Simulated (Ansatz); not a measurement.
composition Si15As, cell Si60As4, brought to this temperature after a much hotter stage, at a temperature that wasn't checked against the liquidus, so perhaps supercooled [in the run: it was liquid; mean temperature 1681 K (target 1670 K); density 2.68 g/cm³; one k-point, which a denser mesh shifts by 0.1 GPa in pressure and 0.10 eV/Å in forces]. The solute's share, one atom in sixteen, is far above doping levels in devices. Bonds are counted up to As-As 3.66 Å, As-Si 3.26 Å, Si-Si 3.30 Å.

### Question
What distribution of Si-As-Si angles does PBE (Ansatz, a first-principles code) give?

### Answer
mean 99°, standard deviation 33°.
```
angle (°) | p (1/°)
      1.5 |  0.0000
      4.5 |  0.0000
      7.5 |  0.0000
     10.5 |  0.0000
     13.5 |  0.0000
     16.5 |  0.0000
     19.5 |  0.0000
     22.5 |  0.0000
     25.5 |  0.0000
     28.5 |  0.0000
     31.5 |  0.0000
     34.5 |  0.0000
     37.5 |  0.0000
     40.5 | # 0.0005
     43.5 | ######### 0.0034
     46.5 | #################### 0.0076
     49.5 | ######################## 0.0093
     52.5 | ######################### 0.0098
     55.5 | ########################### 0.0105
     58.5 | ###################### 0.0084
     61.5 | #################### 0.0079
     64.5 | #################### 0.0077
     67.5 | #################### 0.0077
     70.5 | ###################### 0.0086
     73.5 | ####################### 0.0091
     76.5 | ####################### 0.0090
     79.5 | ############################ 0.0108
     82.5 | ########################### 0.0104
     85.5 | ############################# 0.0114
     88.5 | ############################# 0.0112
     91.5 | ############################## 0.0117
     94.5 | ########################### 0.0104
     97.5 | ######################### 0.0095
    100.5 | ########################## 0.0100
    103.5 | ######################## 0.0095
    106.5 | ######################### 0.0098
    109.5 | ########################## 0.0100
    112.5 | ####################### 0.0090
    115.5 | ####################### 0.0090
    118.5 | ####################### 0.0089
    121.5 | #################### 0.0079
    124.5 | ##################### 0.0083
    127.5 | #################### 0.0077
    130.5 | ################# 0.0067
    133.5 | ################# 0.0065
    136.5 | ################### 0.0073
    139.5 | ############### 0.0058
    142.5 | ################ 0.0062
    145.5 | ############# 0.0049
    148.5 | ############# 0.0052
    151.5 | ############# 0.0049
    154.5 | ############ 0.0046
    157.5 | ######### 0.0037
    160.5 | ######### 0.0036
    163.5 | ####### 0.0026
    166.5 | ####### 0.0029
    169.5 | ### 0.0013
    172.5 | ### 0.0013
    175.5 | ## 0.0009
    178.5 | # 0.0003
```
